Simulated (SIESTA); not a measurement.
Worked example: self-consistent single point of CsZn4P3 (P4/mmm, 8 atoms in the cell) in SIESTA.

Method: LDA PW92, numerical atomic orbitals DZP, PseudoDojo LDA standard norm-conserving potentials (rewritten from UPF to PSML) in SIESTA 5.4.2.

```xyz
8
Lattice="3.9567 0.0000 0.0000 0.0000 3.9567 0.0000 0.0000 0.0000 10.1810" Properties=species:S:1:pos:R:3 pbc="T T T"
Cs     0.0000     0.0000     5.0905
Zn     1.9783     0.0000     8.6380
Zn     1.9783     0.0000     1.5430
Zn     0.0000     1.9783     8.6380
Zn     0.0000     1.9783     1.5430
P      1.9783     1.9783     7.3986
P      1.9783     1.9783     2.7825
P      0.0000     0.0000     0.0000
```

Reference input (self-consistent single point, DFT, LDA PW92, numerical atomic orbitals DZP, PseudoDojo LDA standard norm-conserving potentials (rewritten from UPF to PSML)): XC.functional = LDA; XC.authors = PW92; potentials = PseudoDojo LDA standard; PAO.BasisSize = DZP; PAO.EnergyShift = 0.005 Ry; MeshCutoff = 300 Ry; kgrid.MonkhorstPack = 4 4 2; OccupationFunction = FD; ElectronicTemperature = 0.1 eV; MaxSCFIterations = 150; SCF.Mixer.Method = Broyden; SCF.Mixer.Weight = 0.1. This run's input differs from it in these lines:

```diff
@@ -35,5 +35,5 @@
 %block kgrid.MonkhorstPack
-    4   0   0  0.0
-    0   4   0  0.0
-    0   0   2  0.0
+    6   0   0  0.0
+    0   6   0  0.0
+    0   0   3  0.0
 %endblock kgrid.MonkhorstPack
```

Log, with long lists cut:

```
        iscf     Eharris(eV)        E_KS(eV)     FreeEng(eV)     dDmax    Ef(eV) dHmax(eV)
   scf:    1   -23641.581236   -23846.995256   -23847.008058  3.455802 -1.081907 41.170671
   scf:    2   -23969.875016   -23918.933597   -23918.934225  2.146073 -2.300359 20.315695
   scf:    3   -23948.410731   -23936.679668   -23936.682135  0.439999 -2.978908  7.699674
   scf:    4   -23937.733853   -23939.534818   -23939.551876  0.350426 -3.080300  4.479685
   scf:    5   -23941.059864   -23940.646651   -23940.654377  0.136385 -2.933528  0.767065
   [... 8 lines left out ...]
   scf:   14   -23940.684426   -23940.684425   -23940.692461  0.000100 -3.026172  0.001754
   scf:   15   -23940.684426   -23940.684426   -23940.692461  0.000084 -3.026193  0.001338
   scf:   16   -23940.684426   -23940.684426   -23940.692461  0.000067 -3.026224  0.001038
   scf:   17   -23940.684426   -23940.684426   -23940.692462  0.000057 -3.026243  0.000783
SCF Convergence by DM+H criterion
max |DM_out - DM_in|         :     0.0000565558
max |H_out - H_in|      (eV) :     0.0007825701
SCF cycle converged after 17 iterations

Using DM_out to compute the final energy and forces

siesta: E_KS(eV) =           -23940.6844

siesta: E_KS - E_eggbox =    -23940.6844

siesta: Atomic forces (eV/Ang):
     1    0.000000    0.000000    0.000000
     2    0.000000   -0.000000    0.385948
     3    0.000000   -0.000000   -0.385948
     4   -0.000000    0.000000    0.385948
     5   -0.000000   -0.000000   -0.385948
     6   -0.000000   -0.000000   -1.083570
     7    0.000000    0.000000    1.083570
     8   -0.000000   -0.000000   -0.000000
   Tot    0.000000   -0.000000   -0.000000
   Max    1.083570
   Res    0.350242    sqrt( Sum f_i^2 / 3N )
   Max    1.083570    constrained

   [... lines left out ...]
siesta: FreeEng =    -23940.692462
siesta: Cell volume =        159.385606 Ang**3
siesta:          15.73068596         14.13999035  kBar
   [... lines left out ...]

mulliken: Qtot =      104.000

Mulliken Atomic Populations:
Atom #   charge [q] valence [e]  Species
     1     0.434348    8.565652  Cs
     2     0.681618   19.318382  Zn
     3     0.681618   19.318382  Zn
     4     0.681618   19.318382  Zn
     5     0.681618   19.318382  Zn
     6    -0.962626    5.962626  P
     7    -0.962626    5.962626  P
     8    -1.235567    6.235567  P
 Total     0.000000
```

The run converged in 17 iterations. Against the reference run the free energy falls by 20.6 meV/atom, the pressure goes from 1.69 to 1.57 GPa, the largest force goes from 1.058 to 1.084 eV/Å and the gap on the mesh goes from 0.393 to 0.405 eV.

The starting cell comes from a database of computed structures (which also holds hypothetical and non-ambient phases and stackings), without a prior relaxation at this level. Its lattice was rescaled by a random factor within 2.5 % of one. Values carry the incompleteness of an atom-centred basis. The basis of the alkali or alkaline-earth atoms may lack their empty d shell, which can raise the gap. Forces in this geometry exceed 1 eV/Å.

Cost on one core of a shared machine: roughly 50 s.
